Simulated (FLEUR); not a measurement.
Band structure of Mg₂Sn (Fm-3m, 3 atoms in the cell).

```
Mg2Sn
1.0
    0.00000     3.32878     3.32878
    3.32878     0.00000     3.32878
    3.32878     3.32878     0.00000
Mg Sn
2 1
Cartesian
  1.66439   1.66439   1.66439
  4.99317   4.99317   4.99317
  0.00000   0.00000   0.00000
```

Computed with FLEUR with PBE, all-electron FLAPW (FLEUR), scalar-relativistic valence.

Settings: Kmax = 4 1/bohr; GmaxXC = 14 1/bohr; xcFunctional = pbe; jspins = 1; l_soc = F; mode = hist; fermiSmearingEnergy = 0.00999582 Htr; mesh (inpgen div1-3) = 6 6 6; inpgen gamma flag = true; Gmax = 14 1/bohr; numbands = 0; maxIterBroyd = 15; imix = Anderson; alpha = 0.05.

The starting cell comes from a database of computed structures (which also holds hypothetical and non-ambient phases and stackings), without a prior relaxation at this level. Its lattice was rescaled by a random factor within 2.5 % of one. Values depend on the basis (sphere radii, cutoffs, local orbitals), which need not be converged.

Levels in eV from the Fermi level, bands 14 to 21:
```json
[
 {"point": "Γ", "14": "-9.29", "15": "0.04", "16": "0.04", "17": "0.04", "18": "1.73", "19": "2.25", "20": "2.25", "21": "2.25"},
 {"point": "X", "14": "-7.39", "15": "-4.70", "16": "-2.15", "17": "-2.15", "18": "-0.04", "19": "0.15", "20": "7.48", "21": "7.48"},
 {"point": "W", "14": "-7.36", "15": "-3.86", "16": "-3.86", "17": "-2.78", "18": "2.71", "19": "3.14", "20": "3.14", "21": "3.43"},
 {"point": "K", "14": "-7.42", "15": "-4.27", "16": "-3.63", "17": "-1.81", "18": "0.43", "19": "2.72", "20": "5.46", "21": "5.73"},
 {"point": "L", "14": "-7.94", "15": "-4.94", "16": "-0.82", "17": "-0.82", "18": "0.88", "19": "2.28", "20": "2.28", "21": "4.07"},
 {"point": "U", "14": "-7.42", "15": "-4.27", "16": "-3.63", "17": "-1.81", "18": "0.43", "19": "2.72", "20": "5.46", "21": "5.73"}
]
```
